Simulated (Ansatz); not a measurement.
For SnO2 (P4₂/mnm, No. 136, 12 atoms in the cell; start mp-1041584), PBE (Ansatz, an electronic-structure program, PAW) gives:

| Item | Result |
|---|---|
| lattice constant a | 4.828 Å |
| lattice parameter c | 3.238 Å |
| cohesive energy | 4.75 eV/atom |

Task: What does r²SCAN+rVV10 (Ansatz, PAW) give for the same quantities?

Result: 
- lattice constant a: 4.745 Å (decreases by 1.7 %)
- lattice parameter c: 3.198 Å (decreases by 1.2 %)
- cohesive energy: 5.01 eV/atom (increases by 0.26 eV/atom)

Changes are worked out from the printed values.

Unless a cell is named, each level is at its own relaxed cell (PBE 12.58, r²SCAN+rVV10 12.00 Å³/atom).

Levels without +SOC leave out spin–orbit coupling, which shifts energies and cells of such heavy elements.

Caveats: the relaxation could not lower the start's symmetry, so the cell can be a saddle point above a distorted one (PBE, r²SCAN+rVV10). Ansatz's density-functional and Hartree–Fock values are scalar-relativistic unless marked +SOC, with PAW data made under PBE.

A start named mp-… is a Materials Project structure, which need not be a measured phase.
